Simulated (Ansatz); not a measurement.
The parent structure is TiO2 in the anatase structure (space group I4_1/amd, No. 141; a = 3.7988 Å, c = 9.7008 Å).

The change: a hydrostatic pressure of 3 GPa.

The values are results of PBE in Ansatz (plane waves to 420 eV, PAW, without spin-orbit coupling), not measurements.

Base, band edges from the VBM (valence, conduction): M -0.10, 2.45; G -0.09, 3.21; R -0.09, 3.21; X -0.05, 3.23; Γ -0.42, 2.13; S₀ -0.82, 3.20; S -0.82, 3.20; N -0.64, 3.20; P -0.25, 3.46 eV.

Task: Give the band edges at the high-symmetry points of the new zone, measured from its valence-band maximum.

Result: 
| point | valence edge (eV) | conduction edge (eV) |
|---|---|---|
| Γ | -0.46 | 2.11 |
| X | -0.05 | 3.30 |
| P | -0.24 | 3.53 |
| N | -0.65 | 3.22 |
| M | -0.13 | 2.45 |
| S | -0.84 | 3.20 |
| S₀ | -0.84 | 3.20 |
| R | -0.09 | 3.27 |
| G | -0.09 | 3.27 |

The gap is 2.11 eV, indirect, Γ–X (87 % along) → Γ.

Load acts through the strain it causes; cell and atoms are relaxed under it. Whether these cells are dynamically stable was not tested. The final runs are not spin-polarised.

Ansatz is a program for electronic structure.
